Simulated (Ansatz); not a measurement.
KI: isotropic strain +1.50 %

The parent structure is KI in the rock salt structure (space group Fm-3m, No. 225; a = 7.006 Å).

The change: an isotropic linear strain of +1.50 %, atoms relaxed at fixed cell.

All numbers come from PBEsol (Ansatz, a program for electronic structure; PAW; 420 eV plane waves; no spin-orbit coupling). Settings: 8×8×8 k-points, 0.05 eV Fermi–Dirac smearing.

- Energy relative to the base (free energy F): +3.0 meV/atom
- Pressure: -0.48 GPa (base 0.01 GPa)
- Band gap: 3.78 eV (base 3.87 eV)
- Gap character: direct at Γ (base direct at Γ)
- Mean gap deformation potential ΔEg/Δln V: -2.1 eV
- Width of the top valence band: 0.59 eV (base 0.64 eV)
- Electron mass: 0.33 mₑ (at Γ) (base 0.32 mₑ (at Γ))
- Hole mass (degenerate bands, along [100]): 0.47, 2.6, 2.6 mₑ (at Γ) (base 0.44, 2.5, 2.5 mₑ (at Γ))
- Valley order (the lowest conduction-band minima on the path, energy above the VBM, named in the base's zone): Γ 3.78 eV; X along ⟨100⟩ 4.87 eV (base Γ 3.87 eV; X along ⟨100⟩ 4.79 eV)

Final structure:

```
KI
1.0
    0.00000     3.55534     3.55534
    3.55534     0.00000     3.55534
    3.55534     3.55534     0.00000
K I
1 1
Direct
  0.00000   0.00000   0.00000
  0.50000   0.50000   0.50000
```

Spin-orbit coupling, missing from the scalar runs, can matter with I. Effective masses come from finite differences of ±0.01 Å⁻¹. Whether these cells are dynamically stable was not tested.
